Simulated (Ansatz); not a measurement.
The reference is MgS in the rock salt structure (space group Fm-3m, No. 225; a = 5.203 Å). Axes: x, y, z lie along the cube axes.

The values are results of r2SCAN in Ansatz (plane waves to 500 eV, PAW, spin-orbit coupling left out), not measurements.

Base values:

* **Band gap**: 3.46 eV
* **Pressure**: 0.00 GPa
* **Shortest interatomic distance**: 2.602 Å
* **Smallest direct gap**: 4.64 eV

One thing is altered: tensile biaxial strain of 3.00 % in the plane normal to [001], as in epitaxy on a mismatched substrate; the out-of-plane cell vector and the atoms relax.

Question: Predict the new band gap, energy relative to the base, pressure, shortest interatomic distance and smallest direct gap.

Answer: The band gap falls by 0.29 eV (3.46 eV → 3.17 eV); the energy increases by 15 meV/atom; the pressure (mean of the normal stresses, compression positive) goes from zero to -2.79 GPa; the shortest interatomic distance falls by 0.043 Å to 2.559 Å; the smallest direct gap decreases by 0.42 eV, from 4.64 eV to 4.22 eV.

Whether these cells are dynamically stable was not tested.

Ansatz is a quantum-chemistry and plane-wave program.
